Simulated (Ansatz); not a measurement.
Cs2SnI6 (model structure, from the K2PtCl6 type, Fm-3m, No. 225): lattice constant a by level of theory

No measured value is used here.

| level (code) | value (Å) |
|---|---|
| PBE (Ansatz) | [?] |
| PBEsol (Ansatz) | 11.548 |
| PBE-D3(BJ) (Ansatz) | 11.642 |

Task: What belongs in the gaps?

Result: 
- PBE (Ansatz, a program for electronic structure), value (Å): 12.038

Ansatz's density-functional and Hartree–Fock values are scalar-relativistic unless marked +SOC, with PAW data made under PBE.

A model structure was made by putting elements into a prototype or built by hand; it is no filed structure, need not be a known phase, and can be a saddle point held by its symmetry.
